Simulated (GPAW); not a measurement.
Band structure of SiRu (Pm-3m, 2 atoms in the cell).

```
CELL_PARAMETERS angstrom
      2.91612     0.00000     0.00000
      0.00000     2.91612     0.00000
      0.00000     0.00000     2.91612
ATOMIC_POSITIONS crystal
  Si 0.50000 0.50000 0.50000
  Ru 0.00000 0.00000 0.00000
```

Computed with LDA (Perdew-Wang 92), GPAW PAW datasets LDA (gpaw-data 1.0.1) (plane waves; GPAW).

Settings: mode = pw; ecut = 550 eV; xc = LDA; kpts = 8 8 8; mesh shift (steps) = 0 0 0; occupations.name = fermi-dirac; occupations.width = 0.1 eV; nbands = -8; convergence.density = 1e-05 e/electron; convergence.energy = 1e-05 eV/electron; symmetry.symmorphic = false; symmetry.tolerance = 0.0005; maxiter = 100; bandpath_npoints = 40.

The starting cell comes from a database of computed structures (which also holds hypothetical and non-ambient phases and stackings), without a prior relaxation at this level. Spin polarisation is off.

Levels in eV from the Fermi level, bands 7 to 14:
```csv
point,7,8,9,10,11,12,13,14
Γ,-5.32,-1.06,-1.06,-1.06,2.43,2.43,2.43,9.27
X,-4.34,-3.50,-3.50,-0.71,0.96,5.32,8.63,8.63
M,-4.40,-4.40,-2.64,-2.64,0.46,3.10,4.23,5.71
R,-7.24,-3.47,0.57,0.57,2.64,2.64,2.64,6.30
```

Bands cross the Fermi level along this path, so the cell is metallic at this level.
